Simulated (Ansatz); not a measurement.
Consider PbSe in the rock salt structure (space group Fm-3m, No. 225; a = 6.218 Å).

(Cell as relaxed with PBE.)

Levels (all Ansatz, a quantum-chemistry and plane-wave program, PAW, earlier PAW set): PBE (420 eV, no spin-orbit coupling); r2SCAN (500 eV, spin-orbit coupling left out).

Each level relaxes its own structure.

```
base                      PBE    r2SCAN
-------------------  --------  --------
volume per atom      30.05 Å³  29.47 Å³
lattice parameter a   6.218 Å   6.178 Å
band gap              0.44 eV   0.67 eV
```

The change: every lattice vector is stretched by 0.69 %, atoms relaxed at fixed cell.

| quantity | PBE | r2SCAN |
|---|---|---|
| valley order (the lowest conduction-band minima on the path, energy above the VBM, named in the base's zone) | L along ⟨111⟩ 0.50 eV; a point along ⟨110⟩, about 0.6 Å⁻¹ from Γ 1.26 eV; a point along ⟨100⟩, about 0.4 Å⁻¹ from Γ 1.98 eV | L along ⟨111⟩ 0.74 eV; a point along ⟨110⟩, about 0.6 Å⁻¹ from Γ 1.51 eV; a point along ⟨100⟩, about 0.4 Å⁻¹ from Γ 2.23 eV |
| mean gap deformation potential ΔEg/Δln V | +2.8 eV | +3.1 eV |
| pressure | -0.93 GPa | -1.02 GPa |
| shift of the gap caused by the change | +0.06 eV | +0.06 eV |

Both order the valleys alike; PBE's pressure lies 0.095 GPa above r2SCAN's; the two agree on the shift of the gap caused by the change. Neither level is exact; r2SCAN is the comparison here, not a measurement.

Spin-orbit coupling, missing from the scalar runs, can matter with Pb. The cells carry an imposed strain or load. No phonon test of stability was made.
